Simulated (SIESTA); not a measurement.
Band structure of HfO2 (Fm-3m, 3 atoms in the cell).

```yaml
crystal:
  lattice:
    - [0.00000, 2.54178, 2.54178]
    - [2.54178, 0.00000, 2.54178]
    - [2.54178, 2.54178, 0.00000]
  atoms:
    - { symbol: Hf, position: [0.00000, 0.00000, 0.00000] }
    - { symbol: O, position: [0.25000, 0.25000, 0.25000] }
    - { symbol: O, position: [0.75000, 0.75000, 0.75000] }
```

Level of theory: GGA PBE, numerical atomic orbitals DZP, PseudoDojo PBE standard norm-conserving potentials (rewritten from UPF to PSML) (SIESTA).

Settings: XC.functional = GGA; XC.authors = PBE; potentials = PseudoDojo PBE standard; PAO.BasisSize = DZP; PAO.EnergyShift = 0.01 Ry; MeshCutoff = 400 Ry; kgrid.MonkhorstPack = 9 9 9; OccupationFunction = FD; ElectronicTemperature = 0.02 eV; MaxSCFIterations = 150; SCF.Mixer.Method = Pulay; SCF.Mixer.Weight = 0.2; SCF.Mixer.History = 6; SCF.DM.Tolerance = 1.0E-04.

The starting cell has typed, rounded lattice constants, without a prior relaxation at this level. Its lattice was rescaled by a random factor within 2.5 % of one. Spin-orbit coupling is off. Values carry the incompleteness of an atom-centred basis.

**Question.** Predict the gap along the standard path and the places of the band edges.

**Answer.** The gap along the path is 3.66 eV, from X to Γ; the smallest direct gap on it is 3.70 eV. Another conduction valley lies within 0.1 eV, so the order of the valleys is not sure.

Levels in eV from the top of the valence band on the path, bands 9 to 13:
```
point      9     10     11     12    13
-----  -----  -----  -----  -----  ----
Γ      -5.42  -0.60  -0.60  -0.60  3.66
X      -3.49  -1.61  -1.61   0.00  3.70
W      -2.61  -2.61  -1.48  -0.21  4.72
K      -3.39  -2.31  -1.38  -0.34  4.21
L      -3.10  -2.71  -1.83  -1.83  4.38
U      -3.39  -2.31  -1.38  -0.34  4.21
```

Higher empty bands are left out: an atom-centred basis made for the valence describes them poorly.
